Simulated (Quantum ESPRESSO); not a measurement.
# Quick settings and what they miss: Cr2O3 (R-3c, 10 atoms in the cell)

Self-consistent single point.

```xyz
10
Lattice="2.5004 1.4436 4.5019 -2.5004 1.4436 4.5019 0.0000 -2.8872 4.5019" Properties=species:S:1:pos:R:3 pbc="T T T"
Cr     0.0000     0.0000     4.7250
Cr     0.0000     0.0000     8.7807
Cr     0.0000     0.0000     2.0279
Cr     0.0000     0.0000    11.4778
O      0.7543    -1.5806     7.8783
O     -0.7543     1.5806     5.6274
O      0.9917     1.4436     7.8783
O     -0.9917    -1.4436     5.6274
O     -1.7460     0.1370     7.8783
O      1.7460    -0.1370     5.6274
```
Moments meant for the start (each program seeds them in its own way; μB, in the order of the atoms Cr Cr Cr Cr O O O O O O): 3.0 3.0 3.0 3.0 0.0 0.0 0.0 0.0 0.0 0.0.

Computed with PBE, GBRV 1.5 ultrasoft (PBE) pseudopotentials (plane waves; Quantum ESPRESSO).

Base settings: ecutwfc = 50 Ry; ecutrho = 400 Ry; occupations = smearing; smearing = cold; degauss = 0.019992 Ry; nspin = 2; potentials = {Cr: cr_pbe_v1.5.uspp.F.UPF, O: o_pbe_v1.2.uspp.F.UPF}; K_POINTS = automatic 4 4 4 0 0 0; conv_thr = 1e-10 Ry; mixing_beta = 0.4.

Tight run (finer mesh or higher cutoff; not a proven limit): ecutwfc: 50 Ry → 70 Ry; ecutrho: 400 Ry → 560 Ry; conv_thr: 1e-10 Ry → 7.3e-11 Ry; K_POINTS: automatic 4 4 4 0 0 0 → automatic 6 6 6 0 0 0. It gave Fermi level (on the code's own zero) 12.68 eV; pressure 4.74 GPa; largest force (vector length) 0.080 eV/Å; size of the cell's spin moment 12.00 μB; site moments (μB, in the program's spheres or projections) Cr 2.43, Cr 2.43, Cr 2.43, Cr 2.43, O 0.00, O 0.00, O 0.00, O 0.00, O 0.00, O 0.00.

Quick runs, as changes from the base:
- A: the base itself
- B: ecutwfc: 50 Ry → 40 Ry; ecutrho: 400 Ry → 320 Ry; K_POINTS: automatic 4 4 4 0 0 0 → automatic 2 2 2 0 0 0
- C: ecutwfc: 50 Ry → 25 Ry; ecutrho: 400 Ry → 200 Ry; pseudopotentials: {Cr: cr_pbe_v1.5.uspp.F.UPF, O: o_pbe_v1.2.uspp.F.UPF} → {Cr: cr_lda_v1.5.uspp.F.UPF, O: o_lda_v1.2.uspp.F.UPF}; K_POINTS: automatic 4 4 4 0 0 0 → automatic 2 2 2 0 0 0 [LDA (PZ)]
- D: ecutwfc: 50 Ry → 40 Ry; ecutrho: 400 Ry → 320 Ry; pseudopotentials: {Cr: cr_pbe_v1.5.uspp.F.UPF, O: o_pbe_v1.2.uspp.F.UPF} → {Cr: cr_lda_v1.5.uspp.F.UPF, O: o_lda_v1.2.uspp.F.UPF}; K_POINTS: automatic 4 4 4 0 0 0 → automatic 6 6 6 1 1 1 [LDA (PZ)]

Energies are extrapolated to zero smearing width, which holds to low order in the width alone (under cold and Methfessel-Paxton smearing the free energy itself is taken).

Dashes: energy of C, D, another energy zero; time of C, under 30 s.

† marks runs with another functional, U, potentials or spin treatment: their distance from the tight run is not a convergence error alone.

The count of work is k-points × plane waves × bands × iterations; it is no time. Core times come from one kind of shared machine and are given to one figure; runs under 30 s give none.

The starting cell comes from a database of computed structures (which also holds hypothetical and non-ambient phases and stackings), without a prior relaxation at this level. Its lattice was rescaled by a random factor within 2.5 % of one. The magnetic order is the one reached from the typed start; others were not searched systematically. In the base run, with a pressure of about 4 GPa the cell is away from its equilibrium volume at this level.

```csv
run,energy less tight (meV/atom),pressure less tight (GPa),largest miss in a force vector (eV/Å),count of work / tight,core time / tight (rough)
A,5.0,-0.31,0.001,0.25,0.3
B,15.4,0.45,0.037,0.077,0.1
C†,–,-78.48,0.060,0.025,–
D†,–,-15.53,0.127,0.38,0.4
```

Among the runs at the tight run's level, the energy misses run from 5.0 to 15.4 meV/atom.

Left out of this page: 2 runs of the series outside the window shown, repeating another row's setting, or not comparable.
